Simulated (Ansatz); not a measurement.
The starting structures come from a database of crystals and need not be the phases stable at ambient conditions.

 Where the default PAW files enter, the runs use the earlier of Ansatz's two default sets.

Inside the gap of an insulator the Bloch states are evanescent, with a wavenumber k + iκ along the transport direction.

```
HgRb2F4
1.0
    6.48162     0.00000     0.00000
    3.24081     6.88309     0.00000
    3.24081     0.00000     3.24081
Rb Hg F
2 1 4
Direct
  0.35914   0.28172   0.00000
  0.64086   0.71828   0.00000
  0.00000   0.00000   0.00000
  0.16384   0.67232   0.00000
  0.83616   0.32768   0.00000
  0.00000   0.00000   0.50000
  0.50000   0.00000   0.50000
```

Space group of this cell: I4/mmm. The cell is taken as given.

Transport runs along the normal of the first two printed cell vectors, the (110) plane of the conventional cell.

The gap is the functional's own, uncorrected, and κ follows it; spin-orbit coupling is left out. Mid-gap values are interpolated between the computed energies.

State the band gap and the smallest decay constant κ at mid-gap according to PBEsol (Ansatz, an electronic-structure program).

Gap 1.76 eV on a 10×10×10 mesh; κ = 0.329 1/Å, at (0.000, 0.500) of the in-plane reciprocal vectors. At the zone centre, at the nearest computed energy, the slowest state has κ = 0.33 1/Å.
